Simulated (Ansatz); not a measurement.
## Fe3Ge (Pm-3m, No. 221, 4 atoms in the cell; start mp-20344)

Level of theory: LDA (PAW; Ansatz, a quantum-chemistry and plane-wave program).

Settings: plane-wave cutoff 500 eV, 12×12×12 k mesh, Fermi–Dirac smearing 0.05 eV, spin-polarised start, scalar-relativistic PAW data made under PBE.

Cell (relaxed at this level):

Space group Pm-3m (No. 221); a = 3.537 Å, b = 3.537 Å, c = 3.537 Å, α = 90.00°, β = 90.00°, γ = 90.00°

```tsv
atom	site	symmetry	x	y	z
Fe	3c	4/mm.m	0.0000	0.5000	0.5000
Ge	1a	m-3m	0.0000	0.0000	0.0000
```

```json
{
  "band_gap": "zero (no gap)"
}
```

Note: the magnetic order was assumed, not searched for or taken from measurement; a magnet's gap depends somewhat on the PAW data; the relaxation could not lower the start's symmetry, so the cell can be a saddle point above a distorted one.

Spin–orbit coupling is not included.

Computed values are for the static lattice.

A start named mp-… is a Materials Project structure, which need not be a measured phase.
